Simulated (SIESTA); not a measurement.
# Worked example: self-consistent single point of CaPb₃ (Pm-3m, 4 atoms in the cell) in SIESTA

Method: LDA PW92, numerical atomic orbitals DZP, PseudoDojo LDA standard norm-conserving potentials (rewritten from UPF to PSML) (SIESTA).

This input was run:

```
# files in the folder: Ca.psml Pb.psml (PseudoDojo LDA standard)
SystemName  CaPb3
SystemLabel siesta

NumberOfAtoms                4
NumberOfSpecies              2
%block ChemicalSpeciesLabel
  1 20 Ca
  2 82 Pb
%endblock ChemicalSpeciesLabel
LatticeConstant              1.0 Ang
%block LatticeVectors
     4.902767000    0.000000000    0.000000000
     0.000000000    4.902767000    0.000000000
     0.000000000    0.000000000    4.902767000
%endblock LatticeVectors
AtomicCoordinatesFormat      Ang
%block AtomicCoordinatesAndAtomicSpecies
     0.000000000    0.000000000    0.000000000  1
     0.000000000    2.451383500    2.451383500  2
     2.451383500    0.000000000    2.451383500  2
     2.451383500    2.451383500    0.000000000  2
%endblock AtomicCoordinatesAndAtomicSpecies

XC.functional                LDA
XC.authors                   PW92
PAO.BasisSize                DZP
PAO.EnergyShift              0.01 Ry
MeshCutoff                   350 Ry
%block kgrid.MonkhorstPack
    5   0   0  0.0
    0   5   0  0.0
    0   0   5  0.0
%endblock kgrid.MonkhorstPack
OccupationFunction           MP
OccupationMPOrder            0
ElectronicTemperature        100.0 meV

MaxSCFIterations             150
SCF.Mixer.Method             Pulay
SCF.Mixer.Weight             0.1
SCF.Mixer.History            6
SCF.DM.Tolerance             1.0E-04
Diag.ParallelOverK           true
WriteForces                  true
```

The program printed (abridged):

```
reinit: Reading from file input.fdf

reinit: System Name: CaPb3
reinit: System Label: siesta

coor:   Atomic-coordinates input format  =     Cartesian coordinates
coor:                                          (in Angstroms)

siesta: Atomic coordinates (Bohr) and species
siesta:      0.00000   0.00000   0.00000  1        1
siesta:      0.00000   4.63244   4.63244  2        2
siesta:      4.63244   0.00000   4.63244  2        3
siesta:      4.63244   4.63244   0.00000  2        4

siesta: System type = bulk

initatomlists: Number of atoms, orbitals, and projectors:      4    63    72

siesta: ******************** Simulation parameters ****************************
redata: Spin configuration                          = none
redata: Time-Reversal Symmetry                      = T
redata: Number of Atomic Species                    =        2
redata: Mesh Cutoff                                 =   350.0000 Ry
redata: Net charge of the system                    =     0.0000 |e|
redata: Min. number of SCF Iter                     =        0
redata: Max. number of SCF Iter                     =      150
redata: SCF convergence failure will abort job
redata: SCF mix quantity                            = Hamiltonian
redata: Mix DM or H after convergence               =   F
redata: Recompute H after scf cycle                 =   F
redata: Mix DM in first SCF step                    =   T
redata: No kicks to SCF
redata: DM Mixing Weight for Kicks                  =     0.5000
redata: Require Harris convergence for SCF          =   F
redata: Harris energy tolerance for SCF             =     0.000100 eV
redata: Require DM convergence for SCF              =   T
redata: DM tolerance for SCF                        =     0.000100
redata: Require EDM convergence for SCF             =   F
redata: EDM tolerance for SCF                       =     0.001000 eV
redata: Require H convergence for SCF               =   T
redata: Hamiltonian tolerance for SCF               =     0.001000 eV
redata: Require (free) Energy convergence for SCF   =   F
redata: (free) Energy tolerance for SCF             =     0.000100 eV
redata: Using DFT-D3 dispersion                     =   F
redata: Using Saved Data (generic)                  =   F
redata: Method of Calculation                       = Diagonalization
redata: Electronic Temperature                      =  1160.4518 K
redata: Number of TDED substeps                     =        3
redata: Dynamics option                             = Single-point calculation
redata: Save all siesta data in one NC              =   F
redata: ***********************************************************************

%block SCF.Mixers
  Pulay
%endblock SCF.Mixers

%block SCF.Mixer.Pulay
  # Mixing method
  method pulay
  variant stable

  # Mixing options
  weight 0.1000
  weight.linear 0.1000
  history 6
%endblock SCF.Mixer.Pulay

DM_history_depth set to one: no extrapolation allowed by default for geometry relaxation
Size of DM history Fstack: 1
Total number of electrons:    52.000000
Total ionic charge:    52.000000

* ProcessorY, Blocksize:    1  64

* Orbital distribution balance (max,min):    63    63

 Kpoints in:           75 . Kpoints trimmed:           63

siesta: k-grid: Number of k-points = 63
siesta: k-points from Monkhorst-Pack grid
siesta: k-cutoff (effective) =    12.257 Ang
siesta: k-point supercell and displacements
siesta: k-grid:     5     0     0      0.000
siesta: k-grid:     0     5     0      0.000
siesta: k-grid:     0     0     5      0.000

diag: Algorithm                                     = D&C
diag: Parallel over k                               =   F
diag: Use parallel 2D distribution                  =   F
diag: Parallel block-size                           = 64
diag: Parallel distribution                         =     1 x     1
diag: Used triangular part                          = Lower
diag: Absolute tolerance                            =  0.100E-15
diag: Orthogonalization factor                      =  0.100E-05
diag: Memory factor                                 =  1.0000

superc: Internal auxiliary supercell:     5 x     5 x     5  =     125
superc: Number of atoms, orbitals, and projectors:    500   7875   9000

                        Single-point calculation

superc: Internal auxiliary supercell:     5 x     5 x     5  =     125
superc: Number of atoms, orbitals, and projectors:    500   7875   9000

outcell: Unit cell vectors (Ang):
        4.902767    0.000000    0.000000
        0.000000    4.902767    0.000000
        0.000000    0.000000    4.902767

outcell: Cell vector modules (Ang)   :    4.902767    4.902767    4.902767
outcell: Cell angles (23,13,12) (deg):     90.0000     90.0000     90.0000
outcell: Cell volume (Ang**3)        :    117.8484
new_DM -- step:     1
Initializing Density Matrix...

Attempting to read DM from file... Failed...
DM filled with atomic data:

InitMesh: MESH = 60 x 60 x 60 = 216000
InitMesh: Mesh cutoff (required, used) =   350.000   413.925 Ry

stepf: Methfessel-Paxton step function
       Using Hermite-Gauss polynomials of order  0

        iscf     Eharris(eV)        E_KS(eV)     FreeEng(eV)     dDmax    Ef(eV) dHmax(eV)
   scf:    1    -6780.868119    -6784.339080    -6784.370741  1.889866 -3.349097  3.109951
   scf:    2    -6784.672382    -6784.507774    -6784.539652  0.032703 -3.367385  2.712267
   scf:    3    -6785.274247    -6784.952234    -6784.983467  0.157525 -3.468749  0.336302
   scf:    4    -6784.950947    -6784.952165    -6784.983059  0.017446 -3.469007  0.173581
   scf:    5    -6784.951691    -6784.952848    -6784.984045  0.020049 -3.449619  0.129666
   scf:    6    -6784.954948    -6784.954048    -6784.985132  0.009079 -3.454744  0.011095
   scf:    7    -6784.952799    -6784.953536    -6784.984484  0.006687 -3.460641  0.095824
   scf:    8    -6784.954454    -6784.954073    -6784.985136  0.005982 -3.456002  0.007729
   scf:    9    -6784.954064    -6784.954069    -6784.985140  0.000488 -3.455609  0.000137
   scf:   10    -6784.954068    -6784.954069    -6784.985140  0.000010 -3.455613  0.000001

SCF Convergence by DM+H criterion
max |DM_out - DM_in|         :     0.0000102568
max |H_out - H_in|      (eV) :     0.0000010527
SCF cycle converged after 10 iterations

Using DM_out to compute the final energy and forces

siesta: E_KS(eV) =            -6784.9541

siesta: E_KS - E_eggbox =     -6784.9541

siesta: Atomic forces (eV/Ang):
     1   -0.000000    0.000000   -0.000000
     2   -0.000000    0.000000   -0.000000
     3   -0.000000   -0.000000   -0.000000
     4    0.000000   -0.000000    0.000000
   Tot   -0.000000    0.000000    0.000000
   Max    0.000000
   Res    0.000000    sqrt( Sum f_i^2 / 3N )
   Max    0.000000    constrained

Stress tensor Voigt[x,y,z,yz,xz,xy] (kbar):      -21.17      -21.17      -21.17       -0.00        0.00        0.00
(Free)E + p*V (eV/cell)    -6783.4282
Target enthalpy (eV/cell)    -6784.9851

siesta: Program's energy decomposition (eV):
siesta: Ebs     =      -993.963369
siesta: Eions   =      7732.026748
siesta: Ena     =       619.991067
siesta: Ekin    =      3144.134106
siesta: Enl     =     -1057.729789
siesta: Eso     =         0.000000
siesta: Edftu   =         0.000000
siesta: DEna    =        46.610763
siesta: DUscf   =         1.321196
siesta: DUext   =         0.000000
siesta: Ex      =     -1648.398749
siesta: Ec      =      -158.855914
siesta: Exc     =     -1807.254662
siesta: Eharris =     -6784.954068
siesta: Etot    =     -6784.954069
siesta: FreeEng =     -6784.985140

siesta: Stress tensor (static) (eV/Ang**3):
siesta:    -0.013211    0.000000   -0.000000
siesta:     0.000000   -0.013211    0.000000
siesta:     0.000000   -0.000000   -0.013211

siesta: Cell volume =        117.848420 Ang**3

siesta: Pressure (static):
siesta:                Solid            Molecule  Units
siesta:           0.00014389          0.00014389  Ry/Bohr**3
siesta:           0.01321136          0.01321136  eV/Ang**3
siesta:          21.16693786         21.16693786  kBar
```

The run converged in 10 iterations.

The starting cell comes from a database of computed structures (which also holds hypothetical and non-ambient phases and stackings), without a prior relaxation at this level. Its lattice was rescaled by up to half a per cent. Values carry the incompleteness of an atom-centred basis.
